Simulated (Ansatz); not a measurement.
The reference is CdSe in the zinc blende structure (space group F-43m, No. 216; a = 6.1333 Å).

Method: r2SCAN, PAW, 500 eV (Ansatz, a first-principles code; without spin-orbit coupling), earlier PAW set.

Now apply this change: full substitution Cd → Zn, then cell and atoms are relaxed.

Measured band gap: CdSe 1.77 eV (0 K or low temperature; as listed in arXiv:1206.3780); ZnSe 2.87 eV (static lattice; corrected from measurement; as listed in Wei Chen et al., Physical Review Materials (2018)).

Measured lattice parameter a: CdSe 6.077 Å (room temperature; as listed in arXiv:1206.3780); ZnSe 5.6676 Å (room temperature; as listed in Martin Albrecht, Beate Paulus, Hermann Stoll, Phys. Rev. B (1997)).

### Question
How well does r2SCAN reproduce the measured shift?

### Answer
With r2SCAN the band gap moves by +0.83 eV (1.03 → 1.86) against +1.10 eV measured; the lattice parameter a moves by -0.467 Å (6.133 → 5.666) against -0.409 Å measured. The two measured values stand on different bases (one corrected, one not), which blurs small differences.

No phonon test of stability was made.
